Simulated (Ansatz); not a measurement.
Checking a run of Ansatz (an electronic-structure program) on CrPbO3 (R-3c, 10 atoms in the cell). The aim is a self-consistent single point with DFT, PBE+U, plane waves, default PAW files.

Cell that was meant: a = 5.3163 Å, b = 5.3163 Å, c = 5.3163 Å, α = 60.11°, β = 60.11°, γ = 60.11°.

Part of the input:

Ansatz 0.2 input:
```yaml
magnetization:
  spin_polarized: true
scf:
  occupations: { method: gaussian, width: 0.0735 Ry }
output:
  forces: true
  eigenvalues: true
```

Output, abridged:

```
WARN ansatz: RAYON_NUM_THREADS=1 ignored (pool sized by the plan → 1); use --threads N
   [... lines left out ...]
Magnetic group: BNS 167.103 (UNI 1333), of the structure as read, at distance tolerance 4.7e-5 Å
k-points: 19 of 125
Initial density: superposition of atomic densities (chi_scale 0.1, normalization cell, long waves kept (reshape's long-wave potential 0.00 eV rms))
Starting moments: Σ|m| = 6 μB on 2 of 10 sites
Initial wavefunctions: pseudopotential atomic-orbital guess
Eigensolver: davidson
Functional: x = pbe(κ = 0.804, μ = 0.2195149727645171), c = pbe(β = 0.06672455060314922)
SCF iter   1: F=—  HF=-33965.794593 eV  |F-HF|=—  |Δ(HF+E_count)|=         —  Δρ=4.87e-2 (↑4.66e-2 ↓4.87e-2)  dr2=5.25e0  dr2_m=1.06e0  M=4.325 μB ∫|m|=5.766 μB  β_m=0.30  ethr=3.10e-3  ⟨swp⟩=5.9  Hψ=8291  notcnv=0
all-band conjugate gradients solve this SCF's bands
preconditioner: auto → Kerker (q_TF=auto, 2.663 Å⁻¹)
   [... lines left out ...]
SCF iter  15: F=—  HF=-33967.194161 eV  |F-HF|=—  |Δ(HF+E_count)|=   2.10e-7  Δρ=7.82e-6 (↑7.82e-6 ↓3.26e-6)  dr2=1.00e-7  dr2_m=8.29e-9  M=4.400 μB ∫|m|=5.632 μB  β_m=0.92  ethr=1.03e-9  ⟨swp⟩=1.5  Hψ=2828  notcnv=0  defer=2
SCF iter  16: F=-33967.194161 eV  HF=-33967.194161 eV  |F-HF|=1.44e-8  |Δ(HF+E_count)|=   2.40e-8  Δρ=3.36e-6 (↑3.36e-6 ↓8.83e-7)  dr2=1.74e-8  dr2_m=1.71e-9  M=4.400 μB ∫|m|=5.632 μB  ethr=1.09e-10  ⟨swp⟩=12.8  Hψ=10699  notcnv=0
SCF 1 converged in 16 iterations: F = -33967.194161 eV  dr2 = 1.74e-8
the last iteration of the SCF fills more bands at one k-point than at another: 48 at σ=↑ k=5 and 50 at σ=↑ k=0 …
   [... lines left out ...]
WARN: an SCF from antiferromagnetic starting moments (0.00, 0.00, -3.00, 3.00, 0.00, 0.00, 0.00, 0.00, 0.00, 0.00 Bohr magnetons, atom by atom) was not made, …
Absolute magnetization: 5.6107 μB (∫|ρ↑−ρ↓|, with the PAW one-centre terms)
Free energy (F): -33967.194161 eV
Fermi energy:    13.443218 eV
   [... lines left out ...]
--- Stress (GPa, compression-positive) ---
       24.930338      -0.000000       0.000000
       -0.000000      24.930338      -0.000000
        0.000000      -0.000000      24.508313
  P = ⅓ Tr σ = 24.7897 GPa (247.897 kbar)
  The stress holds the Pulay correction. Without it, at fixed plane waves, as pw.x and ABINIT print it: P = 24.0760 GPa
Occupation matrices written to occupation_matrices
```

Q: Can these results be used? Check the input.

A: The run is not sound. The fault is a smearing width that is far too large. A width of many tenths of an electronvolt moves electrons far across the Fermi level or the gap, and the free energy and its derivatives carry a large smearing term. To fix it, use a width small against the gap or band features. The run converged in 16 iterations without an error; against the sound input the free energy drops by 81.1 meV/atom, the pressure goes from 23.27 to 24.79 GPa, the largest force goes from 0.233 to 0.190 eV/Å and the size of the net moment goes from 0.40 to 0.44 μB/atom.

An input that runs soundly differs in these lines (not the only fix; some lines may just follow from the change or write a value another way):
```diff
-  occupations: { method: gaussian, width: 0.0735 Ry }
+  occupations: { method: gaussian, width: 0.0037 Ry }
```

With that input, the run converged in 19 iterations: free energy E − TS (on the zero of these files) -33966.3827 eV; Fermi level (on the code's own zero) 13.15 eV; pressure 23.27 GPa; largest force (vector length) 0.233 eV/Å; size of the cell's spin moment 4.03 μB (DFT, PBE+U, plane waves, default PAW files).

On the sound input: the starting cell was generated: these elements placed on a structure prototype, without a prior relaxation; it need not be a known phase or ordering of this composition. The magnetic order is the one reached from the typed start; others were not searched systematically. With U or open f shells several self-consistent states can exist. With a pressure of about 23 GPa the cell is away from its equilibrium volume at this level. Ansatz's pressure includes its estimate of the finite-basis (Pulay) stress. Without the estimate this run gives 22.56 GPa.

These are the values that this program gave, and no reference: magnets with a U can end in a higher state.
